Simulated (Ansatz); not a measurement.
Base system: Ir in the fcc (Cu type) structure (space group Fm-3m, No. 225; a = 3.812 Å; relaxed with 0.1 eV smearing).

All numbers come from DFT with LDA, PAW potentials and a 420 eV plane-wave cutoff in Ansatz (a program for electronic structure), spin-orbit coupling left out.

Strains are applied to the cell and any free atomic positions relax.

One change was made to it. Results:

```csv
quantity,base,after
energy relative to the base (free energy F),0 meV/atom,+38 meV/atom
pressure,0.0 GPa,20.5 GPa
```

Problem. Which change produced these results?
A) isotropic strain −1.50 %
B) isotropic strain −2.50 %
C) isotropic strain −2.00 %
D) isotropic strain +3.00 %

Solution. A, isotropic strain −1.50 %. For comparison, the energy relative to the base in the other runs: isotropic strain +3.00 % gives +125 meV/atom; isotropic strain −2.50 % gives +109 meV/atom; isotropic strain −2.00 % gives +68 meV/atom.

No phonon test of stability was made. The final runs are not spin-polarised.
